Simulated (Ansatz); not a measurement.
Input and output of a self-consistent single point for CuNi3N (Pm-3m, 5 atoms in the cell) (Ansatz, a quantum-chemistry and plane-wave program).

Method of the run: LDA (PW92), PAW files made with PBE (plane waves; Ansatz).

The change in words: lattice scaled by 0.98. Reference geometry:
```
CELL_PARAMETERS angstrom
      3.70213     0.00000     0.00000
      0.00000     3.70213     0.00000
      0.00000     0.00000     3.70213
ATOMIC_POSITIONS crystal
  Cu 0.00000 0.00000 0.00000
  Ni 0.00000 0.50000 0.50000
  Ni 0.50000 0.00000 0.50000
  Ni 0.50000 0.50000 0.00000
  N  0.50000 0.50000 0.50000
```
Moments meant for the start (each program seeds them in its own way; μB, in the order of the atoms Cu Ni Ni Ni N): 0.0 2.0 2.0 2.0 0.0.

Reference input (self-consistent single point, DFT, LDA (PW92), plane waves, PAW files made with PBE): kpoints.mp_grid.grid = 9 9 9; hamiltonian.xc = lda; hamiltonian.pseudopotentials = {kind: paw} (the program's default PAW files); magnetization.spin_polarized = true; scf.occupations.method = fermi_dirac; scf.occupations.width = 0.1 eV. This run's input differs from it in these lines:

```diff
@@ -3,5 +3,5 @@
   lattice:
-    - [3.702130, 0.000000, 0.000000]
-    - [0.000000, 3.702130, 0.000000]
-    - [0.000000, 0.000000, 3.702130]
+    - [3.628087, 0.000000, 0.000000]
+    - [0.000000, 3.628087, 0.000000]
+    - [0.000000, 0.000000, 3.628087]
   atoms:
```

Log, with long lists cut:

```
SCF iter   1: F=—  HF=-24246.146421 eV  |F-HF|=—  |Δ(HF+E_count)|=         —  Δρ=2.01e-1 (↑1.92e-1 ↓2.01e-1)  dr2=6.87e0  dr2_m=1.45e1  M=1.261 μB ∫|m|=1.338 μB  β_m=0.30  ethr=3.10e-3  ⟨swp⟩=5.6  Hψ=11776  notcnv=0  defer=34
Mixer restart at iter 1: flushing history
all-band conjugate gradients solve this SCF's bands
preconditioner: auto → Kerker (q_TF=auto, 2.961 Å⁻¹)
   [... lines left out ...]
SCF iter  16: F=—  HF=-24250.251926 eV  |F-HF|=—  |Δ(HF+E_count)|=   2.77e-8  Δρ=3.27e-6 (↑2.86e-6 ↓3.27e-6)  dr2=1.41e-8  dr2_m=6.29e-11  M=0.000 μB ∫|m|=0.000 μB  β_m=0.77  ethr=9.18e-11  ⟨swp⟩=2.2  Hψ=4893  notcnv=0  defer=253
SCF iter  17: F=-24250.251926 eV  HF=-24250.251926 eV  |F-HF|=3.27e-11  |Δ(HF+E_count)|=   1.62e-9  Δρ=2.79e-7 (↑2.79e-7 ↓2.66e-7)  dr2=5.00e-11  dr2_m=2.21e-12  M=0.000 μB ∫|m|=0.000 μB  ethr=1.80e-11  ⟨swp⟩=8.1  Hψ=15472  notcnv=0
SCF 1 converged in 17 iterations: F = -24250.251926 eV  dr2 = 5.00e-11
WARN: the starting moments were not kept: the SCF closed with an absolute magnetisation of 3.3e-6 μB, where they sum to 6 μB in size (3 sites) …
Magnetization: 0.0000 μB (39.0000 up, 39.0000 down)
   [... lines left out ...]
Absolute magnetization: 0.0000 μB (∫|ρ↑−ρ↓|, with the PAW one-centre terms)
Free energy (F): -24250.251926 eV
Fermi energy:    17.738697 eV
   [... lines left out ...]
  atom   1  Cu    -0.00000000     0.00000000    -0.00000000
   [... zero for the other atoms too ...]
--- Stress (GPa, compression-positive) ---
        3.844201       0.000000       0.000000
        0.000000       3.844201       0.000000
        0.000000       0.000000       3.844201
  P = ⅓ Tr σ = 3.8442 GPa (38.442 kbar)
  The stress holds the Pulay correction. Without it, at fixed plane waves, as pw.x and ABINIT print it: P = 3.5782 GPa
```

The run converged in 17 iterations. Against the reference run the free energy goes down by 13.6 meV/atom and the pressure goes from -10.32 to 3.84 GPa.

The starting cell comes from a database of computed structures (which also holds hypothetical and non-ambient phases and stackings), without a prior relaxation at this level. For this run, on top of that: lattice scaled by 0.98. The starting moments vanished: the run ended non-magnetic, which need not be the lowest state. The program warned that a starting moment was not kept. With a pressure of about 4 GPa the cell is away from its equilibrium volume at this level. Ansatz's pressure includes its estimate of the finite-basis (Pulay) stress.

Keys are those of Ansatz 0.2.
